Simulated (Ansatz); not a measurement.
GaP under load (space group F-43m), Ansatz (an electronic-structure program) with r2SCAN with spin-orbit coupling, rigid bands. Condition of this run: hydrostatic pressure of -4.2 GPa (compression positive) (the target of the relaxation). Band gap 1.85 eV, N_c = 2.71e19 cm⁻³ and N_v = 2.33e19 cm⁻³ at 300 K, conductivity masses of 0.234 mₑ (electrons) and 0.503 mₑ (holes). Take k_BT = 0.02585 eV.

### Question
A film of it is 5 nm thick. Estimate the confinement energies in an infinite well.

### Answer
ħ²π²/(2m t²) = 0.376 eV·nm²/(m/mₑ × t²) gives 64.3 meV for electrons and 29.9 meV for holes, so the gap would widen to about 1.94 eV. Finite barriers and nonparabolic bands lower this, and with several valleys or bands the heaviest mass along the normal sets the lowest level, not this average.

### Question
What built-in voltage has an abrupt junction with N_A = 1e17 and N_D = 1e17 cm⁻³, all dopants ionised?

### Answer
V_bi = E_g/e − (k_BT/e) ln(N_c N_v/(N_A N_D)) = 1.85 − 0.02585 × 11.05 = 1.56 V, for the computed gap.

### Question
What thermal injection velocity √(2k_BT/πm) limits a ballistic channel?

### Answer
1.11e7 cm/s for electrons and 7.59e6 cm/s for holes, a ratio of √(m_h/m_e) = 1.47, for dilute carriers.

Rigid bands with the computed gap; masses take one relaxation time for all states. Geometry: cell and atoms relaxed with PBEsol.
